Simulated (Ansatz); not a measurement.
We consider L1₂ (Cu3Au-type) Al3Sc, described by PBEsol in Ansatz (plane waves, PAW).

From the output:

```
Crystal: 4 atoms, lattice volume = 67.506 Å³
Basis set: ecut = 520 eV, 1839 PW (Γ), exchange–correlation on 64×64×64 points (8 copies of the dense FFT grid, shifted against one another)
Bands: 14, of which v1, the nominal top of the filled ones, is band 10 counted from 1 (9 counted from 0)
Symmetry: 48 space group operations
Space group: Pm-3m (ITA 221), of the structure as read, at distance tolerance 4.1e-5 Å
k-points: 120 of 2744
Functional: x = pbesol(κ = 0.804, μ = 0.12345679012345678), c = pbesol(β = 0.046)
SCF iter   1: F=—  HF=-3686.918538 eV  |F-HF|=—  |Δ(HF+E_count)|=         —  Δρ=3.04e-3  dr2=1.68e-2
SCF iter   2: F=—  HF=-3686.915187 eV  |F-HF|=—  |Δ(HF+E_count)|=   3.35e-3  Δρ=1.87e-3  dr2=5.37e-3
  ...
SCF iter   6: F=—  HF=-3686.913474 eV  |F-HF|=—  |Δ(HF+E_count)|=   6.40e-7  Δρ=3.13e-6  dr2=5.47e-9
SCF iter   7: F=-3686.913474 eV  HF=-3686.913474 eV  |F-HF|=6.37e-11  |Δ(HF+E_count)|=  7.61e-10  Δρ=5.79e-7  dr2=1.71e-10
SCF 1 converged in 7 iterations: F = -3686.913474 eV  dr2 = 1.71e-10
SCF converged after 7 iterations
Free energy (F): -3686.913474 eV
Internal energy: -3686.903115 eV  (E = F + TS)
E sigma→0 (E₀):  -3686.908294 eV
Fermi energy:    9.313870 eV
--- Forces (eV/Å), atoms counted from 1 ---
  atom   1  Sc    -0.00000000     0.00000000     0.00000000
  atom   2  Al     0.00000000    -0.00000000     0.00000000
  atom   3  Al     0.00000000    -0.00000000     0.00000000
  atom   4  Al     0.00000000    -0.00000000    -0.00000000
--- Stress (GPa, compression-positive) ---
       -0.000209       0.000000       0.000000
       -0.000000      -0.000209       0.000000
        0.000000       0.000000      -0.000209
  P = ⅓ Tr σ = -0.0002 GPa (-0.002 kbar)
```

Write an input file that could have produced this run (the log leaves some choices open).

This is not unique; one that fits is 
Ansatz 0.2 input:
```yaml
crystal:
  lattice:
    - [4.0717448656, 0.0, 0.0]
    - [0.0, 4.0717448656, 0.0]
    - [0.0, 0.0, 4.0717448656]
  atoms:
    - { symbol: Sc, position: [0.0, 0.0, 0.0] }
    - { symbol: Al, position: [0.0, 0.5, 0.5] }
    - { symbol: Al, position: [0.5, 0.0, 0.5] }
    - { symbol: Al, position: [0.5, 0.5, 0.0] }
basis:
  ecutwfc: 520
  ecutrho_ratio: 4
  xc_grid: 2
kpoints:
  mp_grid: { grid: [14, 14, 14] }
hamiltonian:
  xc: pbesol
  dispersion: none
  pseudopotentials: { kind: paw }
scf:
  occupations: { method: fermi_dirac, width: 0.05 }
  convergence: { dr2_threshold: 0.0000000004 }
output:
  forces: true
  stress: true
  eigenvalues: true
```

The PAW data were made under PBE.

Cost on a shared machine: around 11 core-seconds (rough).

Ansatz is a first-principles code.
